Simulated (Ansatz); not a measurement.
A 24-atom cell of (Ti,Zr)Si2 started in the ZrSi2 (C49) type structure, site fractions Ti 0.125, Zr 0.875, short-range order -0.14 among the nearest mixed sites of the first mixed sublattice (0 is random, a negative value favours unlike neighbours), space group Cm at the end. The mixed sublattice has 8 sites.

The mixing enthalpy is taken against the end members in the ZrSi2 (C49) type type (which need not be the stable form of every end member), relaxed in the same cell and mesh.

Level of theory: PBE (plane waves to 420 eV, PAW; Ansatz, a first-principles code). No spin–orbit coupling; the runs are not spin-polarised. Its k-point mesh 6×5×5, Fermi–Dirac width 0.05 eV.

```
cell       energy at zero smearing (eV)
---------  ----------------------------
TiSi2                        -30183.859
ZrSi2                        -43659.606
TiZr7Si16                    -41974.915
```

**Question.** Work out the mixing enthalpy per mixed site and the interaction parameter Ω of a regular solution.

**Answer.** With x = 7/8 of the second end member, ΔH = [-41974.915 − 1/8 × (-30183.859) − 7/8 × (-43659.606)] / 8 = 27.8 meV against the separate end members. Ω = ΔH / x(1 − x) = 254 meV.
